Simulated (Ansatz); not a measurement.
The cell is built on a prototype and need not be the phase stable at ambient conditions.

Inside the gap of an insulator the Bloch states are evanescent, with a wavenumber k + iκ along the transport direction.

Given:

```yaml
crystal:
  lattice:
    - [3.60056, 0.00000, 0.00000]
    - [0.00000, 5.94396, 0.00000]
    - [1.80028, 0.00000, 3.11817]
  atoms:
    - { symbol: Be, position: [0.66667, 0.00065, 0.66667] }
    - { symbol: Be, position: [0.33333, 0.50065, 0.33333] }
    - { symbol: Se, position: [0.66667, 0.37415, 0.66667] }
    - { symbol: Se, position: [0.33333, 0.87415, 0.33333] }
```

Space group of this cell: P6_3mc, wurtzite. The cell was relaxed by PBE-D3(BJ); by PBEsol its mean pressure is 0.9 GPa.

Transport runs along the normal of the first two printed cell vectors.

The gap is the functional's own. No spin-orbit coupling. Mid-gap values are interpolated on the energy grid.

### Question
Predict the band gap and the smallest decay constant κ at mid-gap from Ansatz (an electronic-structure program) with PBEsol.

### Answer
Gap 3.14 eV on a 10×6×10 mesh; κ = 0.221 1/Å, at the zone centre.
